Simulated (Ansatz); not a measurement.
SnO$_{2}$ in the rutile structure (space group P4_2/mnm, No. 136)

```
CELL_PARAMETERS angstrom
      4.72236     0.00000     0.00000
      0.00000     4.72236     0.00000
      0.00000     0.00000     3.19034
ATOMIC_POSITIONS crystal
  Sn 0.00000 0.00000 0.00000
  Sn 0.50000 0.50000 0.50000
  O  0.30607 0.30607 0.00000
  O  0.80607 0.19393 0.50000
  O  0.19393 0.80607 0.50000
  O  0.69393 0.69393 0.00000
```

Method: plane-wave PAW DFT at the LDA level (Ansatz, a quantum-chemistry and plane-wave program, 420 eV), no spin-orbit coupling. k-mesh 7×7×10 (Γ-centred); smearing 0.05 eV (Fermi–Dirac).

| Property | Value |
|---|---|
| Volume per atom | 11.86 Å³ |
| Density | 7.03 g/cm³ |
| Band gap | 1.16 eV, direct at Γ |
| Electron mass | 0.18 mₑ along c, 0.20 mₑ across |
| Hole mass | 1.7 mₑ along c, 1.2 mₑ across |
| Lowest conduction-band minima above the VBM | Γ 1.16 eV |
| Total energy | -2330.060 eV/atom (σ→0; compares only within this code and set-up) |

Masses are band curvatures over ±0.01 Å⁻¹ around the edge. No phonon test of stability was made.
